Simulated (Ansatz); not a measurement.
System: Ta2O5 (I4/mmm, No. 139, 7 atoms in the cell; start mp-1218001). Method: HSE06 (plane waves, PAW; Ansatz, a quantum-chemistry and plane-wave program).

Settings: plane-wave cutoff 460 eV, 6×6×6 k mesh, Fermi–Dirac smearing 0.01 eV, scalar-relativistic PAW data made under PBE.

Cell (relaxed with PBEsol):

Ta$_{2}$O$_{5}$ is modelled in the tetragonal space group I4/mmm (No. 139), Pearson symbol tI14. Cell: a = 5.241 Å, b = 5.241 Å, c = 9.583 Å, α = 90.00°, β = 90.00°, γ = 90.00°. Ta on 4e is coordinated by 5 O at 1.884–1.922 Å. O1 on 2a is coordinated by 2 Ta at 1.884 Å (linear). O2 on 8f has 2 Ta at 1.922 Å (linear). (Neighbours: up to the widest gap in distance over summed covalent radii, below 1.35, at either atom; cation-cation and far metal-metal contacts left out.)
(The calculation used a cell of 7 atoms; values per cell refer to that cell.)

Estimate the band gap that the calculation returns.


* **band gap**: 3.12 eV (on the SCF k mesh)

Note: cell and atoms aren't relaxed at this level (largest force component 0.16 eV/Å, pressure -0.8 GPa).

Spin–orbit coupling is not included.

Computed values are for the static lattice.

A start named mp-… is a Materials Project structure, which need not be a measured phase.
